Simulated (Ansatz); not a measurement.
The parent structure is Be₂Si (space group Fm-3m, No. 225; a = 5.260 Å; a model cell, its experimental status unchecked; relaxed with 0.1 eV smearing).

Level of theory: PBEsol (Ansatz, an electronic-structure program, PAW, no spin-orbit coupling).

Base values:

| Property | Result |
|---|---|
| Pressure | 0.0 GPa |
| Band gap | zero |

One thing is altered: an isotropic linear strain of +5.30 %; the atoms relax in the strained cell.

Predict the new pressure, energy relative to the base and band gap.

The pressure goes from zero to -11.9 GPa; the energy grows by 85 meV/atom; the band gap is still zero.

Whether these cells are dynamically stable was not tested. The final runs are not spin-polarised.
